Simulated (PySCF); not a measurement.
PySCF 2.14.0, B3LYP/def2-svp, df: Sn(H)(F) ([F][SnH]), 3 atoms. The geometry is a generated start, not checked to be a minimum at this level.

```yaml
task: energy
method: b3lyp
basis: def2-svp
two_electron_scheme: density fitting
mol.max_memory: 3000 MB
mf.max_cycle: 100
mf.init_guess: minao (default)
mf.DIIS: CDIIS (default)
mf.diis_space: 8 (default)
mf.conv_tol: 1e-09 (default)
mf.grids.level: 3 (default)
effective_core_potentials: those of the basis set, past Kr
basis_functions: 45
grid_points: 46032
```

```xyz
3

Sn     0.0860    -0.0976     0.8528
H     -0.9527    -1.1396    -0.3688
F      0.8667     1.2373    -0.4840
```

One run each on 2 threads, 1 BLAS thread. Values of level_shift (Hartree) tried: 0 (default), 0.1, 0.3, 1.

Question: How does the count of Fock builds change with level_shift (Hartree), and where is it least?

Answer: Fewest Fock builds, within one of each other: 0 (default) with 11, 0.1 with 12. The count rises to 40 at 1. All converge to one solution.

| level_shift (Hartree) | Fock builds | end |
|---|---|---|
| 0 (default) | 11 | same solution |
| 0.1 | 12 | same solution |
| 0.3 | 16 | same solution |
| 1 | 40 | same solution |
